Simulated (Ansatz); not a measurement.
Effect of tensor shear ε_xy = +0.57 % on HfC

Base system: HfC in the rock salt structure (space group Fm-3m, No. 225; a = 4.607 Å; relaxed with 0.1 eV smearing). Axes: x, y, z lie along the cube axes.

Perturbation: a pure shear with ε_xy = ε_yx = 0.0057; the atoms relax in the strained cell.

Calculations: PBEsol (Ansatz, a first-principles code; PAW; 420 eV plane waves; without spin-orbit coupling). Settings: 22×22×22 k-points, 0.1 eV Fermi–Dirac smearing.

Space group: Immm (No. 71) (base Fm-3m (No. 225))
Shortest interatomic distance: 2.304 Å (base 2.304 Å)
Energy relative to the base (free energy F): +0.9 meV/atom
Pressure (mean of the normal stresses, compression positive): 0.0 GPa (base 0.0 GPa)
Band gap: zero (base zero)
Stress (xx, yy, zz, yz, xz, xy; compression positive): (0.0, 0.0, 0.0, 0.0, 0.0, -2.0) GPa

No phonon test of stability was made. The final runs are not spin-polarised.
